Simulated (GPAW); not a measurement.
**Pressure against volume in MoSi2-type WSi2 (space group 139) (GPAW, PBEsol)**

```xyz
3
Lattice="-1.5584 1.5584 3.8013 1.5584 -1.5584 3.8013 1.5584 1.5584 -3.8013" Properties=species:S:1:pos:R:3 pbc="T T T"
Si     0.0000     0.0000     5.0558
Si     0.0000     0.0000     2.5469
W      0.0000     0.0000     0.0000
```

Method of the run: PBEsol, GPAW PAW datasets PBEsol (made by gpaw-setup) (plane waves; GPAW). Settings: mode = pw; ecut = 585 eV; xc = PBEsol; kpts = 22 22 22; mesh shift (steps) = 0 0 0; occupations.name = fermi-dirac; occupations.width = 0.05 eV; nbands = -7; convergence.density = 1e-05 e/electron; symmetry.symmorphic = false; symmetry.tolerance = 0.0005; maxiter = 120. The cell above is the first row's. The rows scale it uniformly. In all rows fractional positions and the k mesh are held.

| V (Å^3/atom) | P (GPa) |
|---|---|
| 12.3093 | ? |
| 12.5768 | 17.34 |
| 12.8444 | 11.11 |
| 13.1120 | 5.53 |
| 13.3796 | 0.49 |
| 13.6472 | -4.03 |
| 13.9148 | -8.08 |
| 14.1824 | -11.71 |

The 7 complete rows are fitted with a cubic, P against V. With u = V - 13.4, the rows have u = -0.8232, -0.5556, -0.2880, -0.0204, 0.2472, 0.5148, 0.7824. Least squares gives P = 0.127 - 17.6647·u + 3.5792·u² - 0.4349·u³. Residuals (row less fit): 0.003, -0.011, 0.008, 0.001, -0.002, -0.002, 0.001; standard error 0.008 (degrees of freedom: 3). The fitted pressure is zero at V0 = 13.41, where dP/dV = -17.61, so B0 = -V0·dP/dV = 236 GPa.

Problem. Estimate the missing P (V = 12.3093); what did the run itself give?

Solution. u = -1.0907, so P = 0.127 - 17.6647 × (-1.0907) + 3.5792 × (-1.0907)² - 0.4349 × (-1.0907)³ = 24.216 GPa. The calculation gives 24.27 GPa, 0.054 GPa above the prediction (0.2 % of the range of P in the table). The row lies outside the fitted rows, so this is an extrapolation. From the scatter of the fitted rows alone, a prediction at this place has a standard error of 0.026 GPa, so the miss is 2.1 times that.

Carrying the step between the two nearest rows on in a straight line would have given 23.57, off by 0.70; series whose last step already gives the withheld value aren't shown. The scan was laid around a cell of about the measured size, scaled by a guess for this functional; axis ratios and inner coordinates come from that cell. The runs keep the symmetry of the cell, so they don't test it for distortions. Spin polarisation is off. Spin-orbit coupling is off. The shape of the cell and the inner coordinates aren't relaxed, so V0 and B0 belong to this uniform scaling; a relaxed crystal lies no higher in energy and is usually softer (forces reach 0.35 eV/Å in these rows). 1 of the planned runs didn't end soundly and are left out. Cutoffs and mesh are single choices, not tested for convergence of this quantity. Series with a scatter that would blur these digits, or in which a gap closes, are not shown.
